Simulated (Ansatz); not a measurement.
Consider the following.

End structure of a constructed model of the (0001) surface of hcp Ti, a pseudomorphic layer of Zr in the host's stacking (bottom of the slab: a bare face, its two planes held):

```yaml
crystal:
  lattice:
    - [2.93864, 0.00000, 0.00000]
    - [-1.46932, 2.54493, 0.00000]
    - [0.00000, 0.00000, 31.00000]
  atoms:
    - { symbol: Ti, position: [0.66667, 0.33333, 0.26362] }
    - { symbol: Ti, position: [0.33333, 0.66667, 0.33864] }
    - { symbol: Ti, position: [0.66667, 0.33333, 0.41490] }
    - { symbol: Ti, position: [0.33333, 0.66667, 0.48967] }
    - { symbol: Ti, position: [0.66667, 0.33333, 0.56534] }
    - { symbol: Ti, position: [0.33333, 0.66667, 0.64035] }
    - { symbol: Zr, position: [0.66667, 0.33333, 0.72067] }
```

Model: 7-atom slab, 14.7 Å thick at the start, 15x15x1 mesh, Fermi-Dirac 0.1 eV, dipole correction, 2 atoms held, the rest relaxed; held to the start's symmetry, so lower structures may exist; no spin, no spin-orbit, no U. It is one candidate, not shown to be the stable structure of the face.

Predict the work function of the top face from PBE (Ansatz, a quantum-chemistry and plane-wave program).

4.46 eV
